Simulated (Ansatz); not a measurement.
# YB12, pressure series

Base system: YB₁₂ (space group Fm-3m, No. 225; a = 7.457 Å).

Cell and atoms are relaxed at each pressure.

Method: PBEsol (Ansatz, a first-principles code; PAW; 420 eV plane waves; spin-orbit coupling left out).

| change | density | shortest interatomic distance |
|---|---|---|
| base | 3.50 g/cm³ | 1.712 Å |
| pressure −2 GPa | [?] | 1.718 Å |
| pressure −1 GPa | [?] | 1.715 Å |
| pressure 0.3 GPa | 3.51 g/cm³ | 1.711 Å |
| pressure 0.7 GPa | 3.51 g/cm³ | 1.710 Å |
| pressure 1.5 GPa | [?] | 1.708 Å |
| pressure 3 GPa | 3.55 g/cm³ | 1.704 Å |
| pressure 5 GPa | 3.58 g/cm³ | 1.699 Å |
| pressure 7.5 GPa | 3.61 g/cm³ | 1.693 Å |
| pressure 10 GPa | 3.65 g/cm³ | 1.687 Å |

Problem. Complete the table.

Solution. 
- pressure −2 GPa, density: 3.47 g/cm³
- pressure −1 GPa, density: 3.49 g/cm³
- pressure 1.5 GPa, density: 3.52 g/cm³

Load acts through the strain it causes; cell and atoms are relaxed under it. Whether these cells are dynamically stable was not tested. Competing high-pressure phases were not computed. All final runs are without spin polarisation. An odd electron count without spin: YB12.
